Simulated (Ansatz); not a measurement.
Ansatz (a first-principles code) run on TiZn3 (P4mm, 4 atoms in the cell): self-consistent single point.

Computed with LDA (PW92), default PAW files made with PBE (plane waves; Ansatz).

The change in words: lattice scaled by 0.98; basis.ecutwfc: 420 eV → 250 eV. Reference geometry:
```xyz
4
Lattice="3.8692 0.0000 0.0000 0.0000 3.8692 0.0000 0.0000 0.0000 3.8692" Properties=species:S:1:pos:R:3 pbc="T T T"
Ti     0.0000     0.0000     0.0500
Zn     0.0000     1.9346     1.9346
Zn     1.9346     0.0000     1.9346
Zn     1.9346     1.9346     0.0000
```

Reference input (self-consistent single point, DFT, LDA (PW92), plane waves, default PAW files made with PBE): basis.ecutwfc = 420 eV; kpoints.mp_grid.grid = 7 7 7; hamiltonian.xc = lda; hamiltonian.pseudopotentials = {kind: paw} (the program's default PAW files); scf.occupations.method = fermi_dirac; scf.occupations.width = 0.1 eV. This run's input differs from it in these lines:

Ansatz 0.2 input:
```diff
@@ -3,12 +3,12 @@
   lattice:
-    - [3.86918800, 0.00000000, 0.00000000]
-    - [0.00000000, 3.86918800, 0.00000000]
-    - [0.00000000, 0.00000000, 3.86918800]
+    - [3.79180400, 0.00000000, 0.00000000]
+    - [0.00000000, 3.79180400, 0.00000000]
+    - [0.00000000, 0.00000000, 3.79180400]
   atoms:
-    - { symbol: Ti, position_ang: [0.00000000, 0.00000000, 0.05000152] }
-    - { symbol: Zn, position_ang: [0.00000000, 1.93459400, 1.93459400] }
-    - { symbol: Zn, position_ang: [1.93459400, 0.00000000, 1.93459400] }
-    - { symbol: Zn, position_ang: [1.93459400, 1.93459400, 0.00000000] }
+    - { symbol: Ti, position_ang: [0.00000000, 0.00000000, 0.04900148] }
+    - { symbol: Zn, position_ang: [0.00000000, 1.89590200, 1.89590200] }
+    - { symbol: Zn, position_ang: [1.89590200, 0.00000000, 1.89590200] }
+    - { symbol: Zn, position_ang: [1.89590200, 1.89590200, 0.00000000] }
 basis:
-  ecutwfc: 420.0 eV
+  ecutwfc: 250.0 eV
 kpoints:
```

The program printed (abridged):

```
SCF iter   1: F=—  HF=-12185.933757 eV  |F-HF|=—  |Δ(HF+E_count)|=         —  Δρ=3.41e-2  dr2=4.18e-1  ethr=1.77e-3  ⟨swp⟩=4.6  Hψ=4657  notcnv=0
all-band conjugate gradients solve this SCF's bands
preconditioner: auto → Kerker (q_TF=auto, 2.671 Å⁻¹)
SCF iter   2: F=—  HF=-12185.333190 eV  |F-HF|=—  |Δ(HF+E_count)|=   6.01e-1  Δρ=2.57e-2  dr2=3.07e-1  ethr=8.71e-4  ⟨swp⟩=2.0  Hψ=2480  notcnv=0
   [... lines left out ...]
SCF iter   5: F=—  HF=-12185.277221 eV  |F-HF|=—  |Δ(HF+E_count)|=   1.68e-5  Δρ=6.36e-4  dr2=9.21e-5  ethr=4.08e-6  ⟨swp⟩=2.0  Hψ=2088  notcnv=0
SCF iter   6: F=—  HF=-12185.277196 eV  |F-HF|=—  |Δ(HF+E_count)|=   2.46e-5  Δρ=8.86e-5  dr2=5.28e-6  ethr=1.92e-7  ⟨swp⟩=2.0  Hψ=1867  notcnv=0
SCF iter   7: F=—  HF=-12185.277195 eV  |F-HF|=—  |Δ(HF+E_count)|=   1.23e-6  Δρ=1.33e-5  dr2=1.24e-7  ethr=1.10e-8  ⟨swp⟩=2.0  Hψ=1897  notcnv=0
SCF iter   8: F=-12185.277195 eV  HF=-12185.277195 eV  |F-HF|=8.92e-9  |Δ(HF+E_count)|=   3.07e-8  Δρ=4.33e-6  dr2=1.01e-8  ethr=2.08e-10  ⟨swp⟩=4.2  Hψ=3813  notcnv=0
SCF 1 converged in 8 iterations: F = -12185.277195 eV  dr2 = 1.01e-8
Free energy (F): -12185.277195 eV
Internal energy: -12185.185664 eV  (E = F + TS)
E sigma→0 (E₀):  -12185.231429 eV
Entropy (-TS):   -0.091531 eV (-22.883 meV/atom)
Fermi energy:    12.950284 eV
--- Forces (eV/Å), atoms counted from 1 ---
  atom   1  Ti     0.00000000     0.00000000    -0.53390341
  atom   2  Zn    -0.00000000     0.00000000     0.23866270
  atom   3  Zn    -0.00000000     0.00000000     0.23866270
  atom   4  Zn    -0.00000000     0.00000000     0.05657231
--- Stress (GPa, compression-positive) ---
        6.399950       0.000000      -0.000000
        0.000000       6.399950       0.000000
       -0.000000       0.000000       6.293381
  P = ⅓ Tr σ = 6.3644 GPa (63.644 kbar)
  The stress holds the Pulay correction. Without it, at fixed plane waves, as pw.x and ABINIT print it: P = -82.5559 GPa
```

The run converged in 8 iterations. Against the reference run the free energy rises by 1.18 eV/atom, the pressure goes from -5.43 to 6.36 GPa and the largest force goes from 0.408 to 0.534 eV/Å.

The starting cell comes from a database of computed structures (which also holds hypothetical and non-ambient phases and stackings), without a prior relaxation at this level. Its lattice was rescaled by up to half a per cent. One atom was moved a little off its site on purpose. For this run, on top of that: lattice scaled by 0.98. Spin polarisation is off. Ansatz's pressure includes its estimate of the finite-basis (Pulay) stress. Without the estimate this run gives -82.56 GPa. The cutoff lies below the one recommended for these files.
